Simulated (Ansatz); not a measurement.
# CO on the 1x1 (10-10) surface of wurtzite AlN (cut with top plane Al + N), one in a 2x1 cell, started at the site 'hollow Al'

Host crystal: wurtzite AlN, with a band gap (PBE, scalar-relativistic without spin-orbit coupling).

These are PBE (plane waves to 420 eV, PAW; Ansatz, a quantum-chemistry and plane-wave program) values and carry that method's errors.

Model: 34-atom slab, 8.9 Å thick at the start under the adsorbate (thin: gaps and levels are the slab's own), 3x4x1 mesh, Fermi-Dirac 0.01 eV, dipole correction, 16 atoms held, the rest relaxed; no symmetry held; no spin, no spin-orbit, no U, no dispersion correction. At the end it is bonded to Al. In PBE it is, or lies within 0.03 eV of, the lowest of the starts that converged.

```yaml
adsorption energy against CO(g): -0.72 eV
change_of_the_step_from_the_bottom_to_the_top_vacuum_level_against_the_clean_slab: 0.21 eV
energy_released_by_relaxation: 1.39 eV
height of the binding atom over the mean of the host atoms within 0.3 Å of the top one: 1.524 Å
nearest_host_atoms_of_the_binding_atom: Al at 2.15 Å, N at 2.23 Å, N at 2.97 Å
largest_move_of_a_host_atom: 0.23 Å
note: in the relaxation the adsorbate left its starting site by 0.9 Å
cost: about 8 core-minutes (a rough figure)
```

A negative adsorption energy means that the adsorbate is more stable on the surface than in its reference.
